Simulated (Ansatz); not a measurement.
Functionals compared on CO on the 1x1 (101) surface of tetragonal HfO2 (a metastable polymorph) (cut with top plane O), one in a 2x1 cell, started at the site 'top O #2', in Ansatz (plane waves, PAW). The structure was relaxed with PBE; the other rows are single points on it, each with its references at the same level. Cutoff 420 eV (500 eV for r2SCAN). HSE06 used the coarser mesh 2x3x1.

Host crystal: tetragonal HfO2, with a band gap (PBE, scalar-relativistic without spin-orbit coupling).

Slab: 38 atoms, 7.6 Å thick at the start under the adsorbate (thin: gaps and levels are the slab's own); k 3x3x1, smearing 0.01 eV, dipole-corrected; 16 atoms held, the rest relaxed; symmetry of the start imposed; no spin, no spin-orbit, no U, no dispersion correction. At the end it is bonded to Hf. In PBE it is, or lies within 0.03 eV of, the lowest of the starts that converged. These notes are the PBE run's. Adsorption energies are against CO(g). A negative adsorption energy means that the adsorbate is more stable on the surface than in its reference.

```
functional  adsorption energy (eV)
----------  ----------------------
PBE                          -0.45
RPBE                             ?
r2SCAN                       -0.55
HSE06                        -0.40
```

Q: Complete the blanks.

A: 
- RPBE, adsorption energy (eV): -0.24

Ansatz is a quantum-chemistry and plane-wave program.
